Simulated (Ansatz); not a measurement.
Consider InSb in the zinc blende structure (space group F-43m, No. 216; a = 6.635 Å). Axes: x, y, z lie along the cube axes.

Method: Ansatz (a quantum-chemistry and plane-wave program), PBE, PAW, cutoff 420 eV, no SOC.

Perturbation: the cell is scaled by 0.9879 in all directions, atoms relaxed at fixed cell.

Question: Predict the stress tensor and what it implies for the stiffness.

Answer: Stress of the strained cell less that of the base (GPa, compression positive):
```
    1.5     0.0     0.0
    0.0     1.5     0.0
    0.0     0.0     1.5
```

Then B = −ΔP/(ΔV/V₀) with ΔV/V₀ = -0.0359 gives secant stiffness values (nonlinear terms included at this strain): B ≈ 41 GPa.

As a check, the harmonic strain energy −½ V₀ Δσ:ε is 6.1 meV/atom; the computed energy rise is 5.9 meV/atom.

Stability against distortions was not tested. The final runs are not spin-polarised.
